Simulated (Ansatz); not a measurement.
The reference is MgTe in the zinc blende structure (space group F-43m, No. 216).

```xyz
2
Lattice="0.0000 3.1841 3.1841 3.1841 0.0000 3.1841 3.1841 3.1841 0.0000" Properties=species:S:1:pos:R:3 pbc="T T T"
Mg     0.0000     0.0000     0.0000
Te     1.5920     1.5920     1.5920
```

Cartesian axes are those of the cell as printed.

The values are results of Ansatz (an electronic-structure program) LDA, no spin-orbit coupling, not measurements.

Base values:

| Property | Result |
|---|---|
| Valence-band top at Γ | 0.00, 0.00, 0.00 eV |

The change: tensile biaxial strain of 1.50 % in the plane normal to [001], as in epitaxy on a mismatched substrate; the out-of-plane cell vector and the atoms relax.

Task: How does this affect the in-plane stress?

Result: The mean in-plane stress (compression positive) amounts to -0.5 GPa.

Task: Predict the new valence-band top at Γ.

Result: The valence-band top at Γ (three highest levels, from the VBM) becomes 0.00, -0.09, -0.09 eV (base: 0.00, 0.00, 0.00 eV).

With Te present, leaving out spin-orbit coupling can change the band edges. The levels and masses belong to the bands next to the band gap. Stability against distortions was not tested.
